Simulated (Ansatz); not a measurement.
# A constructed model of the (100) surface of bcc Fe, ferromagnetic, a layer of Cu in place of the second plane (bottom of the slab: a bare face, its two planes held)

All values below come from PBE (plane waves to 420 eV, PAW; Ansatz, a quantum-chemistry and plane-wave program).

Slab: 6 atoms, 7.1 Å thick at the start (thin: gaps and levels are the slab's own); k 13x13x1, smearing 0.1 eV, dipole-corrected; 2 atoms held, the rest relaxed; held to the start's symmetry, so lower structures may exist; spin-polarised, ending with about 13.5 μB a cell; orders that need a larger cell were not tried, no spin-orbit, no U. It is one candidate, not shown to be the stable structure of the face.

work function of the top face: 4.16 eV
energy released by relaxation: 0.064 eV
magnetic moment of the cell: 13.51 μB
cost: very roughly 8 core-minutes
